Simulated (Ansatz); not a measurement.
An Ansatz (an electronic-structure program) run: Li with a change (x(K) = 0.5, 4 atoms, Cmme); Kohn–Sham DFT with the r2SCAN functional, run in Ansatz with PAW and 500 eV plane waves, spin-orbit coupling left out, earlier PAW set.

Input:

Ansatz 0.2 input:
```yaml
crystal:
  lattice:
    - [4.2018973179, 0, 0]
    - [0, 4.2018973179, 0]
    - [0, 0, 10.463516399]
  atoms:
    - { symbol: Li, position: [0.5, 0, 0.9501642431] }
    - { symbol: Li, position: [0, 0.5, 0.0498357569] }
    - { symbol: K, position: [0.5, 0, 0.3114801009] }
    - { symbol: K, position: [0, 0.5, 0.6885198991] }
basis: { ecutwfc: 500, ecutrho_ratio: 4, xc_grid: 4, fft_grid_basis: typed }
kpoints: { mp_grid: { grid: [11, 11, 5] } }
hamiltonian:
  xc: r2scan
  dispersion: none
  pseudopotentials: { azcp: { folder: ./paw }, kind: paw }
scf: { occupations: { method: fermi_dirac, width: 0.05 }, convergence: { dr2_threshold: 0.0000000004 } }
output: { forces: true, stress: true }
checkpoint: { write: state.ck, write_every: 1000 }
```

Output (explanatory and most iteration lines left out):

```
Pseudopotential: Li, paw, valence charge 3
Pseudopotential: K, paw, valence charge 9
Crystal: 4 atoms, lattice volume = 184.743 Å³
Basis set: ecut = 500 eV, 4703 PW (Γ), exchange–correlation on 128×128×320 points (64 copies of the dense FFT grid, shifted against one another)
Bands: 16, of which v1, the nominal top of the filled ones, is band 12 counted from 1 (11 counted from 0)
Symmetry: 16 space group operations
Space group: P4/nmm (ITA 129), of the structure as read, at distance tolerance 5.7e-5 Å
k-points: 63 of 605
Functional: x = r2scan, c = r2scan; τ floored in thin density (d = 2e-4 eV/Å³)
SCF iter   1: F=—  HF=-3495.251604 eV  |F-HF|=—  |Δ(HF+E_count)|=         —  Δρ=9.99e-3  dr2=3.01e0  dr2_τ=2.73e-3  ethr=3.10e-3  ⟨swp⟩=6.2  Hψ=5876  notcnv=0
SCF iter   2: F=—  HF=-3495.084584 eV  |F-HF|=—  |Δ(HF+E_count)|=   1.67e-1  Δρ=7.20e-3  dr2=1.80e0  dr2_τ=7.51e-4  ethr=3.10e-3  ⟨swp⟩=2.0  Hψ=1727  notcnv=0
SCF 1 converged in 11 iterations: F = -3494.865458 eV  dr2 = 2.58e-10
SCF converged after 11 iterations
Free energy (F): -3494.865458 eV
Internal energy: -3494.846147 eV  (E = F + TS)
E sigma→0 (E₀):  -3494.855803 eV
Entropy (-TS):   -0.019311 eV (-4.828 meV/atom)
Fermi energy:    1.694731 eV
--- Forces (eV/Å), atoms counted from 1 ---
  atom   1  Li    -0.00000000     0.00000000    -0.00027025
  atom   2  Li     0.00000000     0.00000000     0.00027025
  atom   3  K     -0.00000000     0.00000000     0.00009397
  atom   4  K     -0.00000000     0.00000000    -0.00009397
--- Stress (GPa, compression-positive) ---
       -0.004486      -0.000000       0.000000
       -0.000000      -0.004486       0.000000
        0.000000       0.000000      -0.005237
  P = ⅓ Tr σ = -0.0047 GPa (-0.047 kbar)
```

Each cell is one ordered arrangement of few atoms, which overstates ordering effects compared with a random alloy. No phonon test of stability was made. The cell was made from Li by this change: x(K) = 0.5, 4 atoms, Cmme. Under x(K) = 0.5, 4 atoms, Cmme the cell changed shape so far that it is another structure.
